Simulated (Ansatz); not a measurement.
A self-consistent single point of AgAs (Pnma, 8 atoms in the cell) with Ansatz (a program for electronic structure).

Method: PBE (plane waves, PAW; Ansatz).

```yaml
crystal:
  lattice:
    - [8.08310, 0.00000, 0.00000]
    - [0.00000, 4.33369, 0.00000]
    - [0.00000, 0.00000, 5.96176]
  atoms:
    - { symbol: Ag, position: [0.18000, 0.25000, 0.12500] }
    - { symbol: Ag, position: [0.32000, 0.75000, 0.62500] }
    - { symbol: Ag, position: [0.82000, 0.75000, 0.87500] }
    - { symbol: Ag, position: [0.68000, 0.25000, 0.37500] }
    - { symbol: As, position: [0.03600, 0.25000, 0.61000] }
    - { symbol: As, position: [0.46400, 0.75000, 0.11000] }
    - { symbol: As, position: [0.96400, 0.75000, 0.39000] }
    - { symbol: As, position: [0.53600, 0.25000, 0.89000] }
```

Reference input (self-consistent single point, DFT, PBE, plane waves, default PAW files): basis.ecutwfc = 30.9 Ry; kpoints.mp_grid.grid = 3 6 4; hamiltonian.xc = pbe; hamiltonian.pseudopotentials = {kind: paw} (the program's default PAW files); scf.occupations.method = methfessel_paxton; scf.occupations.width = 0.0147 Ry. This run's input differs from it in these lines:

Ansatz 0.2 input:
```diff
@@ -17,3 +17,3 @@
 kpoints:
-  mp_grid: { grid: [3, 6, 4] }
+  mp_grid: { grid: [4, 6, 5] }
 hamiltonian:
```

Output (repeated stretches shortened):

```
SCF iter   1: F=—  HF=-49782.718557 eV  |F-HF|=—  |Δ(HF+E_count)|=         —  Δρ=2.73e-3  dr2=3.66e-2  ethr=1.77e-3  ⟨swp⟩=5.2  Hψ=9351  notcnv=0
all-band conjugate gradients solve this SCF's bands
preconditioner: auto → LDOS
SCF iter   2: F=—  HF=-49782.717503 eV  |F-HF|=—  |Δ(HF+E_count)|=   1.05e-3  S|Δr|=    0.00e0  Δρ=1.96e-3  dr2=1.59e-2  ethr=2.69e-5  ⟨swp⟩=2.3  Hψ=5194  notcnv=0  defer=2
SCF iter   3: F=—  HF=-49782.712606 eV  |F-HF|=—  |Δ(HF+E_count)|=   4.90e-3  S|Δr|=    0.00e0  Δρ=3.10e-4  dr2=4.12e-4  ethr=1.17e-5  ⟨swp⟩=2.0  Hψ=3915  notcnv=0  defer=2
SCF iter   4: F=—  HF=-49782.712543 eV  |F-HF|=—  |Δ(HF+E_count)|=   6.26e-5  S|Δr|=    0.00e0  Δρ=7.01e-5  dr2=1.33e-5  ethr=3.03e-7  ⟨swp⟩=2.0  Hψ=3864  notcnv=0  defer=2
SCF iter   5: F=—  HF=-49782.712331 eV  |F-HF|=—  |Δ(HF+E_count)|=   2.12e-4  S|Δr|=    0.00e0  Δρ=1.79e-5  dr2=6.43e-7  ethr=9.81e-9  ⟨swp⟩=2.0  Hψ=3885  notcnv=0  defer=2
SCF iter   6: F=-49782.712331 eV  HF=-49782.712331 eV  |F-HF|=1.01e-8  |Δ(HF+E_count)|=   3.62e-7  S|Δr|=    0.00e0  Δρ=4.03e-6  dr2=2.77e-8  ethr=7.35e-11  ⟨swp⟩=8.3  Hψ=12508  notcnv=0
SCF 1 converged in 6 iterations: F = -49782.712331 eV  dr2 = 2.77e-8
Stability not checked (fill_not_monotonic)
Free energy (F): -49782.712331 eV
Internal energy: -49782.720247 eV  (E = F + TS)
E sigma→0 (E₀):  -49782.714310 eV
Entropy (-TS):   0.007916 eV (0.990 meV/atom)
Fermi energy:    8.798652 eV
--- Forces (eV/Å), atoms counted from 1 ---
  atom   1  Ag     0.01981899     0.00000000    -0.01890391
  atom   2  Ag    -0.01981899     0.00000000    -0.01890391
  atom   3  Ag    -0.01981899    -0.00000000     0.01890391
  atom   4  Ag     0.01981899    -0.00000000     0.01890391
   [... lines left out ...]
  atom   8  As     0.22393485     0.00000000    -0.26295451
--- Stress (GPa, compression-positive) ---
       -6.155989       0.000000       0.000000
        0.000000      -5.031632       0.000000
        0.000000       0.000000      -7.435263
  P = ⅓ Tr σ = -6.2076 GPa (-62.076 kbar)
  The stress holds the Pulay correction. Without it, at fixed plane waves, as pw.x and ABINIT print it: P = -6.2426 GPa
```

The run converged in 6 iterations. Against the reference run the free energy goes down by 2.7 meV/atom, the pressure moves little (-6.19 to -6.21 GPa) and the largest force goes from 0.316 to 0.345 eV/Å.

The starting cell was generated: these elements placed on a structure prototype, without a prior relaxation; it need not be a known phase or ordering of this composition. With a pressure of about -6 GPa the cell is away from its equilibrium volume at this level. Ansatz's pressure includes its estimate of the finite-basis (Pulay) stress. The run gives no clean gap (levels at the Fermi energy touch, overlap or are partly filled at this smearing), which alone does not show that the compound is a metal.
